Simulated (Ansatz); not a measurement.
The parent structure is TiN in the rock salt structure (space group Fm-3m, No. 225; a = 4.234 Å; relaxed with 0.1 eV smearing).

Level of theory: Ansatz (a first-principles code), r2SCAN, PAW, cutoff 500 eV, no SOC, earlier PAW set.

Before the change:

- Pressure = 0.0 GPa

Now apply this change: the cell is scaled by 0.9946 in all directions, atoms relaxed at fixed cell.

How does this affect the energy relative to the base and pressure?

The energy rises by 2.3 meV/atom; the pressure goes from zero to 5.0 GPa.

The cells carry an imposed strain or load. Stability against distortions was not tested. The final runs are not spin-polarised. An odd electron count without spin: TiN.
